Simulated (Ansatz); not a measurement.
Ag2S (within 0.1 Å of Cmcm, No. 63, 6 atoms in the cell; start mp-556225; a measured phase of this formula has another space group) was calculated with dielectric-dependent PBEsol hybrid (PAW; Ansatz, a first-principles code).

Numerical settings: plane-wave cutoff 460 eV, 6×4×6 k mesh (along the axes of the cell as run), Fermi–Dirac smearing 0.01 eV, no spin polarisation, scalar-relativistic PAW data made under PBE.

Cell (relaxed with PBEsol):

```cif
data_Ag4S2
_chemical_formula_sum 'Ag4 S2'
_space_group_name_H-M_alt 'P 1'
_space_group_IT_number 1
_cell_length_a 4.17225
_cell_length_b 7.20415
_cell_length_c 4.17258
_cell_angle_alpha 90.000
_cell_angle_beta 112.154
_cell_angle_gamma 90.000
loop_
_space_group_symop_operation_xyz
  'x, y, z'
loop_
_atom_site_label
_atom_site_type_symbol
_atom_site_fract_x
_atom_site_fract_y
_atom_site_fract_z
_atom_site_occupancy
Ag1 Ag 0.10788 0.25000 0.89194 1
Ag2 Ag 0.89212 0.75000 0.10806 1
Ag3 Ag 0.50000 0.00000 0.50000 1
Ag4 Ag 0.50000 0.50000 0.50000 1
S1 S 0.72741 0.25000 0.27236 1
S2 S 0.27259 0.75000 0.72764 1
```

Problem. Predict the band gap.

Solution. 
- band gap = 1.59 eV (on the SCF k mesh)

Note: cell and atoms aren't relaxed at this level (pressure 0.4 GPa).

Spin–orbit coupling is not included.

Computed values are for the static lattice.

The result took around 19 core-minutes (rough).

A start named mp-… is a Materials Project structure, which need not be a measured phase.
